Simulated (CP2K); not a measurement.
## Converging the k-point mesh: TlGeCl₃ (Cm, 5 atoms in the cell)

```
TlGeCl3
1.0
    5.30146     0.00000     0.00000
    0.07754     5.30090     0.00000
   -0.07151    -0.07047     5.29437
Tl Ge Cl
1 1 3
Cartesian
  5.24945   5.17323   5.29661
  2.54653   2.50955   2.81946
  0.10726   2.59747   2.76954
  2.59876   0.06926   2.76954
  2.63523   2.59696   5.26467
```

Level of theory: LDA (Pade form), GPW, DZVP-MOLOPT-SR-GTH basis, GTH-PADE potentials (GTH_POTENTIALS) (CP2K).

Base settings: CUTOFF = 500 Ry; REL_CUTOFF = 40 Ry; KPOINTS/SCHEME = MACDONALD 2 2 2 0.25 0.25 0.25; XC_FUNCTIONAL = PADE; Tl/BASIS_SET = DZVP-MOLOPT-SR-GTH; Tl/POTENTIAL = GTH-PADE-q13; Ge/BASIS_SET = DZVP-MOLOPT-SR-GTH; Ge/POTENTIAL = GTH-PADE-q4; Cl/BASIS_SET = DZVP-MOLOPT-SR-GTH; Cl/POTENTIAL = GTH-PADE-q7.

The second cell is the first with its lattice scaled by 0.98.

Only quantities that move along the ladder and can be compared are tabulated.

The starting cell comes from a database of computed structures (which also holds hypothetical and non-ambient phases and stackings), without a prior relaxation at this level. Its lattice was rescaled by up to half a per cent. One atom was moved a little off its site on purpose. Spin-orbit coupling is off. Values carry the incompleteness of an atom-centred basis.

```tsv
KPOINTS/SCHEME	free energy less the last step's (meV/atom)	energy of the compressed cell less the first (meV/atom)	pressure (GPa)	largest difference of a force vector from the last step's (eV/Å)	gap on the mesh (eV)
default	-763.87	-72.83	-7.22	1.552	6.109
MACDONALD 2 2 2 0.25 0.25 0.25	134.19	-5.13	-1.29	0.553	1.145
MONKHORST-PACK 3 3 3	-22.73	-28.03	-3.24	0.128	3.218
MACDONALD 3 3 4 0 0 0.125	-12.97	-26.20	-3.09	0.127	2.353
MACDONALD 4 4 4 0.125 0.125 0.125	6.65	-22.30	-2.77	0.050	1.197
MONKHORST-PACK 5 5 5	-1.89	-24.67	-2.96	0.017	2.283
MACDONALD 6 6 6 0.08333333333 0.08333333333 0.08333333333	0.66	-23.78	-2.89	0.007	1.203
MONKHORST-PACK 7 7 7	-0.23	-24.18	-2.92	0.003	1.855
MACDONALD 8 8 8 0.0625 0.0625 0.0625	0.09	-24.01	-2.90	0.001	1.204
MONKHORST-PACK 9 9 9	-0.04	-24.09	-2.91	0.001	1.622
MACDONALD 10 10 10 0.05 0.05 0.05	0.01	-24.05	-2.91	0.000	1.204
MONKHORST-PACK 11 11 11	-0.01	-24.07	-2.91	0.000	1.494
MACDONALD 12 12 12 0.04166666667 0.04166666667 0.04166666667	0.00	-24.06	-2.91	0.000	1.204
```

Coarsest KPOINTS/SCHEME that holds the free energy within 5 meV/atom of the last step, with all finer ones: MONKHORST-PACK 5 5 5; the step before is off by 6.7 meV/atom.

Coarsest KPOINTS/SCHEME that holds the pressure within 0.5 GPa of the last step, with all finer ones: MONKHORST-PACK 3 3 3; the step before is off by 1.6 GPa.

The energy difference between the two cells stays within 1 meV/atom of the last step's from MONKHORST-PACK 5 5 5 on, the total only from MACDONALD 6 6 6 0.08333333333 0.08333333333 0.08333333333 on: much of the error is common to both cells and cancels.

The gap on the mesh jumps up and down from mesh to mesh; it is no smooth measure of convergence.
